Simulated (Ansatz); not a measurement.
Base system: Al2Au (space group Fm-3m, No. 225; a = 6.061 Å; relaxed with 0.1 eV smearing).

All numbers come from PBE (Ansatz, a program for electronic structure, PAW, spin-orbit coupling left out).

For the base:

- Pressure: 0.0 GPa

One thing is altered: the cell is scaled by 0.9750 in all directions, atoms relaxed at fixed cell.

Question: What happens to the energy relative to the base?

Answer: The energy rises by 38 meV/atom.

Question: What happens to the pressure?

Answer: The pressure goes from zero to 9.6 GPa.

The cells carry an imposed strain or load. Stability against distortions was not tested.
